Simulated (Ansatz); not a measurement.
## LiH (model structure, within 0.1 Å of P6₃/mmc, No. 194, 4 atoms in the cell)

All values below come from r²SCAN (plane waves, PAW; Ansatz, a first-principles code).

Numerical settings: plane-wave cutoff 560 eV, 12×12×8 k mesh (along the axes of the cell as run), Fermi–Dirac smearing 0.01 eV, scalar-relativistic PAW data made under PBE.

Cell (relaxed with PBEsol):

```cif
data_H2Li2
_chemical_formula_sum 'Li2 H2'
_space_group_name_H-M_alt 'P 1'
_space_group_IT_number 1
_cell_length_a 3.23329
_cell_length_b 3.23329
_cell_length_c 4.04368
_cell_angle_alpha 90.000
_cell_angle_beta 90.000
_cell_angle_gamma 120.000
loop_
_space_group_symop_operation_xyz
  'x, y, z'
loop_
_atom_site_label
_atom_site_type_symbol
_atom_site_fract_x
_atom_site_fract_y
_atom_site_fract_z
_atom_site_occupancy
Li1 Li 0.66667 0.33333 0.06248 1
Li2 Li 0.33333 0.66667 0.56248 1
H1 H 0.66667 0.33333 0.56272 1
H2 H 0.33333 0.66667 0.06272 1
```

```
Property                                                 Result
-------------------------------------------  ------------------
band gap                                     2.31 eV (indirect)
smallest direct gap on the k points sampled             3.64 eV
```

Note: cell and atoms aren't relaxed at this level (pressure 0.6 GPa).

Computed values are for the static lattice.

A model structure was made by putting elements into a prototype or built by hand; it is no filed structure, need not be a known phase, and can be a saddle point held by its symmetry.
